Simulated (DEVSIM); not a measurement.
System: n-channel Si planar bulk MOSFET with HfO2, at 300 K.

Gate length: 110 nm
Source drain length: 144 nm
Dielectric thickness: 18.8 nm
Lateral straggle: 5.7 nm
Underlap: 0 nm
Junction depth: 66.9 nm
Substrate depth: 497 nm
Gate work function: 4.08 eV
Source and drain doping: 7.3e19 cm⁻³, Gaussian tails under the gate
Body doping: 2.1e17 cm⁻³
Lifetime: 1e-7 s
Supply: 1.5 V
Halo peak: 3.6e17 cm⁻³
Back or body bias: -0.5 V

All mobilities are scaled by 0.5; velocity saturation, μ/(1 + (μE/vsat)^b)^(1/b) with b = 2 for electrons and 1 for holes and E the electric field along each mesh edge, is on. Mobility is μmin + (μ − μmin)/(1 + (N/Nref)^α).

This is a model device: material constants are rounded textbook-type values typed into the input, and sizes, dopings and lifetimes were drawn at random. Values at 300 K.

Si: gap (eV) 1.124, affinity (eV) 4.05, permittivity 11.7, Nc (cm⁻³) 2.86e19, Nv (cm⁻³) 3.1e19, μn (cm²/Vs) 1417, μp (cm²/Vs) 470, μn,min 52, μp,min 45, Nref,n 9.7e16, Nref,p 2.2e17, αn 0.68, αp 0.72, vsat,n (cm/s) 1e7, vsat,p (cm/s) 8.4e6. HfO2: gap (eV) 5.7, affinity (eV) 2.5, permittivity 22.

Simulated with DEVSIM: 2D drift-diffusion, Boltzmann statistics, complete ionisation; no quantum confinement, tunnelling, impact ionisation, self-heating, contact resistance or fringe fields beside the gate. Metal contacts follow the ideal Schottky-Mott rule: no Fermi-level pinning, no interface dipoles.

Transfer curves, |Id| in μA/μm:

```csv
Vg (V),Vd = 0.05 V,Vd = 1.5 V
-0.45,2.176e-7,7.380e-5
-0.375,1.672e-6,0.0004279
-0.3,1.298e-5,0.002601
-0.225,0.0001010,0.01623
-0.15,0.0007841,0.1011
-0.075,0.006015,0.5973
0,0.04476,2.997
0.075,0.3064,10.84
0.15,1.647,27.00
0.225,5.505,51.05
0.3,11.44,81.24
0.375,17.87,116.0
0.45,24.03,154.3
0.525,29.77,195.4
0.6,35.08,238.6
0.675,40.00,283.7
0.75,44.58,330.3
0.825,48.85,378.2
0.9,52.85,427.2
0.975,56.61,477.1
1.05,60.16,527.9
1.125,63.52,579.4
1.2,66.70,631.5
1.275,69.72,684.3
1.35,72.60,737.5
1.425,75.35,791.2
1.5,77.97,845.4
```

Problem. Work out the subthreshold swing at low drain bias from the rows at -0.3 and -0.225 V, and compare it with the thermal limit.

Solution. log10(0.0001010/1.298e-5) = 0.891 over 75.0 mV, so S = 84.2 mV/decade. The limit kT/q ln 10 is 59.5 mV/decade; the ratio is 1.41. This is the steepest step of the table.

Problem. Find both thresholds at the constant current 0.1 μA × (1 μm/L) a micrometre, and the DIBL.

Solution. The current is 0.909 μA/μm. Interpolating ln Id gives 0.124 V and -0.055 V; their difference over the 1.45 V of drain bias is 120 mV/V.

Source and drain are degenerate, where Boltzmann statistics are only rough. The electric field that drives the saturation includes the junctions' built-in field, which lowers the mobility there even at small currents: subthreshold currents come out too low, a known weakness of this choice.
